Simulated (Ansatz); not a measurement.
The parent structure is HfSi₂ (space group Cmcm, No. 63; a = 3.683 Å, b = 14.598 Å, c = 3.658 Å).

Level of theory: Ansatz (a program for electronic structure) PBE, spin-orbit coupling left out, earlier PAW set.

Before the change:

| Item | Result |
|---|---|
| Band gap | zero |
| Shortest interatomic distance | 2.421 Å |

Modification: cell and atoms relaxed at a pressure of 3 GPa.

Q: What does the calculation give for the band gap after the change?

A: The band gap remains zero.

Q: What does the calculation give for the shortest interatomic distance after the change?

A: The shortest interatomic distance shrinks by 0.009 Å (2.421 Å → 2.412 Å).

Load acts through the strain it causes; cell and atoms are relaxed under it. Stability against distortions was not tested. All final runs are without spin polarisation.
